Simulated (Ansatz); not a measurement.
GaN: N vacancy, symmetric start

Base system: a 16-atom supercell of GaN in the zinc blende structure (space group F-43m, No. 216; a = 4.549 Å) at its relaxed geometry.

Modification: a neutral N vacancy, symmetric start, atoms relaxed at fixed cell.

Computed with PBE, PAW, 420 eV (Ansatz, a program for electronic structure; spin-orbit coupling left out). k-mesh 5×5×5 (Γ-centred); smearing 0.01 eV (Fermi–Dirac).

```tsv
quantity	base	changed	shift
pressure	0.0 GPa	-0.7 GPa	-0.7 GPa
energy gained by relaxation	–	0.05 eV	–
mean distance from the defect site to its nearest host atoms	1.97 Å	1.93 Å	-0.04 Å
```

Final structure:

```xyz
15
Lattice="0.0000 4.5485 4.5485 4.5485 0.0000 4.5485 4.5485 4.5485 0.0000" Properties=species:S:1:pos:R:3 pbc="T T T"
N      5.6856     5.6856     3.4079
N      5.6856     3.4079     5.6856
N      7.9633     5.6856     5.6856
N      3.4079     5.6856     5.6856
N      5.6856     7.9633     5.6856
N      5.6856     5.6856     7.9633
N      7.9599     7.9599     7.9599
Ga    -0.0028    -0.0028    -0.0028
Ga     2.2771     2.2771    -0.0028
Ga     2.2771    -0.0028     2.2771
Ga     4.5260     2.2967     2.2967
Ga    -0.0028     2.2771     2.2771
Ga     2.2967     4.5260     2.2967
Ga     2.2967     2.2967     4.5260
Ga     4.5260     4.5260     4.5260
```

Cost of the whole job for the changed cell (relaxation, final SCF and bands): roughly 2.2 core-minutes.

The magnetic state is the one reached from the starting moments; the real material's order can differ, and small cells can't hold many antiferromagnetic ones. The cell is small, so the values are those of an ordered compound at a high defect concentration; dilute-limit values will differ. A case with no gap was solved on a k-mesh chosen for an insulator, which is coarse for it. The defect started on the symmetric site and kept its symmetry, so it may sit on a saddle. Seeded moments were not kept for N vacancy. The defect cell is spin-polarised and ends with 0.2 μB, a fractional moment that hangs on the mesh and smearing. This is not the structure that GaN has at room temperature and ambient pressure.
